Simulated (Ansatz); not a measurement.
What Mo interstitial (started 2.33 Å from the nearest host atom) does to MoS2

The reference is an 18-atom supercell of MoS₂ in the 2H-MoS2 type structure (space group P6_3/mmc, No. 194; a = 3.149 Å, c = 12.091 Å; layered, stacked along the Cartesian z axis) at its relaxed geometry.

Modification: a neutral Mo interstitial (started 2.33 Å from the nearest host atom), atoms relaxed at fixed cell, starting from a slightly rattled geometry.

All numbers come from Ansatz (a program for electronic structure), PBE-D3(BJ), PAW, cutoff 420 eV, scalar-relativistic without spin-orbit coupling, earlier PAW set. Settings: 5×5×5 k-points, 0.01 eV Fermi–Dirac smearing.

- Pressure = 3.2 GPa (base 0.0 GPa)
- Gap of the supercell = zero (base 0.82 eV)
- Largest displacement of a host atom from its site in the perfect cell = 0.17 Å
- Final site of the added atom = 6 S at 2.39–2.40 Å (octahedral)

Final structure:

```yaml
crystal:
  lattice:
    - [4.72416, -2.72750, 0.00000]
    - [0.00000, 5.45499, 0.00000]
    - [-1.57472, -2.72750, 12.09150]
  atoms:
    - { symbol: Mo, position: [0.08928, 0.51385, 0.26451] }
    - { symbol: Mo, position: [0.75185, 0.83885, 0.26445] }
    - { symbol: Mo, position: [0.42625, 0.17622, 0.26431] }
    - { symbol: Mo, position: [0.57513, 0.82361, 0.73598] }
    - { symbol: Mo, position: [0.25014, 0.16101, 0.73614] }
    - { symbol: Mo, position: [0.91292, 0.48677, 0.73620] }
    - { symbol: S, position: [0.19943, 0.73851, 0.60797] }
    - { symbol: S, position: [0.87002, 0.06777, 0.60807] }
    - { symbol: S, position: [0.54090, 0.40884, 0.60804] }
    - { symbol: S, position: [0.37125, 0.41495, 0.13312] }
    - { symbol: S, position: [0.04524, 0.76260, 0.13306] }
    - { symbol: S, position: [0.71952, 0.08895, 0.13335] }
    - { symbol: S, position: [0.46121, 0.59109, 0.39252] }
    - { symbol: S, position: [0.13219, 0.93258, 0.39253] }
    - { symbol: S, position: [0.80231, 0.26141, 0.39245] }
    - { symbol: S, position: [0.28272, 0.91151, 0.86752] }
    - { symbol: S, position: [0.95614, 0.23698, 0.86718] }
    - { symbol: S, position: [0.63036, 0.58546, 0.86733] }
    - { symbol: Mo, position: [0.99928, 0.00102, 0.00028] }
```

Cost of the whole job for the changed cell (relaxation, final SCF and bands): roughly 30 core-minutes.

The magnetic state is the one reached from the starting moments; the real material's order can differ, and small cells can't hold many antiferromagnetic ones. The cell is small, so the values are those of an ordered compound at a high defect concentration; dilute-limit values will differ. A case with no gap was solved on a k-mesh chosen for an insulator, which is coarse for it. Starting moments died away, wholly or in part, for Mo interstitial (started 2.33 Å from the nearest host atom); another magnetic solution may exist. The defect cell is spin-polarised and ends with 0.0 μB.
